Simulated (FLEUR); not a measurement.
**Equation of state of bcc Ba (space group 229): energy against volume (FLEUR, LDA)**

```xyz
1
Lattice="-2.3139 2.3139 2.3139 2.3139 -2.3139 2.3139 2.3139 2.3139 -2.3139" Properties=species:S:1:pos:R:3 pbc="T T T"
Ba     0.0000     0.0000     0.0000
```

Computed with LDA (Perdew-Zunger), all-electron FLAPW (FLEUR), scalar-relativistic valence run with FLEUR. Settings: Kmax = 4.33 1/bohr; GmaxXC = 17.3 1/bohr; xcFunctional = pz; jspins = 1; l_soc = F; mode = hist; fermiSmearingEnergy = 0.00183747 Htr; mesh (inpgen div1-3) = 26 26 26; inpgen gamma flag = true; Gmax = 17.3 1/bohr; numbands = 0; maxIterBroyd = 99; imix = Anderson; alpha = 0.05; precondParam = 0; minDistance = 1e-05 me/bohr^3. The cell above is the first row's. The rows scale it uniformly. In all rows the k mesh is held. E is the free energy at the stated smearing, counted from the lowest row.

```
V (Å^3/atom)  E (meV/atom)
------------  ------------
49.5536                  ?
50.6308               6.20
51.7081               2.59
52.7854               0.56
53.8626               0.00
54.9398               0.81
56.0171               2.89
57.0943               6.15
58.1716              10.51
```

Task: Using the third-order Birch-Murnaghan form, a cubic in V^(-2/3), estimate the missing E at V = 49.5536 from the other rows, showing the fit.

Result: With u = V^(-2/3) - 0.0697, the rows have u = 0.0033674, 0.0023489, 0.0013653, 0.0004146, -0.0005049, -0.0013949, -0.0022568, -0.0030921. Least squares gives E = 0.199 - 805.9·u + 794207·u² - 7621851·u³. Residuals (row less fit): 0.000, 0.001, 0.000, -0.001, 0.001, 0.001, 0.000, 0.000; standard error 0.001 (degrees of freedom: 4). Its minimum lies at u = 0.0005111, so V0 = (0.0702111)^(-3/2) = 53.75. There d²E/du² = 1565000 and d³E/du³ = -4.573e7, so B0 = (4/9) × 53.75^(-7/3) × 1565000 × 0.160218 = 10.2 GPa (the last factor turns the table's units into GPa), and B0' = 4 + (2/3) × 0.0702111 × (-4.573e7)/1565000 = 2.6. At the withheld row, u = 0.0044225, so E = 0.199 - 805.9 × 0.0044225 + 794207 × 0.0044225² - 7621851 × 0.0044225³ = 11.509 meV/atom. The calculation gives 11.52 meV/atom, 0.011 meV/atom above the prediction (0.1 % of the range of E in the table). The row lies outside the fitted rows, so this is an extrapolation.

Carrying the step between the two nearest rows on in a straight line would have given 9.81, off by 1.71; series whose last step already gives the withheld value aren't shown. The reference cell has the volume at which an earlier scan in this program and functional put its minimum by a fit (its basis settings may differ). Values depend on the basis (sphere radii, cutoffs, local orbitals), which need not be converged. Spin-orbit coupling is off. Cutoffs and mesh are single choices, not tested for convergence of this quantity. Series with a scatter that would blur these digits, or in which a gap closes, are not shown. Nor are scans whose minimum lies at an end fitted in this form.
